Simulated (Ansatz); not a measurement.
Consider SiS₂ (space group Ibam, No. 72; a = 6.019 Å, b = 9.396 Å, c = 5.545 Å; made of chains).

Levels (all Ansatz, an electronic-structure program, PAW): PBEsol (420 eV, no SOC); r2SCAN (500 eV, without spin-orbit coupling).

Its gap is 2.80 eV with PBEsol and 3.28 eV with r2SCAN.

Modification: an isotropic linear strain of +1.51 %, atoms relaxed at fixed cell.

With PBEsol the gap becomes 2.88 eV.

### Question
If the r2SCAN correction stayed the same, what would the r2SCAN gap be, and what does the r2SCAN run give?

### Answer
A rigid correction of +0.48 eV gives 3.36 eV. The r2SCAN run gives 3.36 eV, so the two effects roughly add.

Single points use the geometry relaxed with PBEsol. Whether these cells are dynamically stable was not tested. No dispersion term is included in the PBEsol runs.
